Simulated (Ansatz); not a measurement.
The parent structure is CdTe in the zinc blende structure (space group F-43m, No. 216; a = 6.4895 Å).

Modification: every Te is replaced by Se, then cell and atoms are relaxed.

Levels (all Ansatz, a program for electronic structure, PAW, earlier PAW set): PBEsol (420 eV, scalar-relativistic without spin-orbit coupling); r2SCAN (500 eV, no SOC); HSE06 (420 eV, spin-orbit coupling left out); PBEsol+SOC (420 eV, with spin-orbit coupling); HSE06+SOC (420 eV, with spin-orbit coupling).

One geometry, relaxed with PBEsol, under each level:

Notes on the quantities. hole mass: degenerate bands, along [100].

The valence-band top lists the three highest levels at Γ (Kramers pairs under SOC), from the VBM.

| level | band gap | lowest conduction level above the VBM at special points | valence-band top at Γ | electron mass | hole mass | pressure |
|---|---|---|---|---|---|---|
| PBEsol | 0.48 eV | Γ 0.48 eV; L 2.29 eV; X 3.01 eV; K 3.61 eV | 0.00, 0.00, 0.00 eV | 0.049 mₑ (at Γ) | 0.050, 0.66, 0.66 mₑ (at Γ) | 0.0 kbar |
| r2SCAN | 1.09 eV | Γ 1.09 eV; L 2.87 eV; X 3.47 eV; K 4.10 eV | – | 0.096 mₑ (at Γ) | 0.10, 0.67, 0.67 mₑ (at Γ) | 13.8 kbar |
| HSE06 | 1.55 eV | Γ 1.55 eV; L 3.37 eV; X 3.95 eV | – | – | – | – |
| PBEsol+SOC | 0.36 eV | Γ 0.36 eV; L 2.17 eV; X 2.89 eV; K 3.48 eV | 0.00, 0.00, -0.37 eV | 0.044 mₑ (at Γ) | 0.054, 0.64 mₑ (at Γ) | -0.4 kbar |
| HSE06+SOC | ? | ? | ? | – | – | – |

Task: Give the withheld HSE06+SOC results.

Result: 
- HSE06+SOC, band gap: 1.41 eV
- HSE06+SOC, lowest conduction level above the VBM at special points: Γ 1.41 eV; L 3.24 eV; X 3.81 eV
- HSE06+SOC, valence-band top at Γ: 0.00, 0.00, -0.41 eV

Single points use the geometry relaxed with PBEsol. Their cutoffs differ, which shifts pressures a little. Differences between runs with and without spin-orbit coupling are approximate. Masses are band curvatures over ±0.01 Å⁻¹ around the edge. Stability against distortions was not tested.
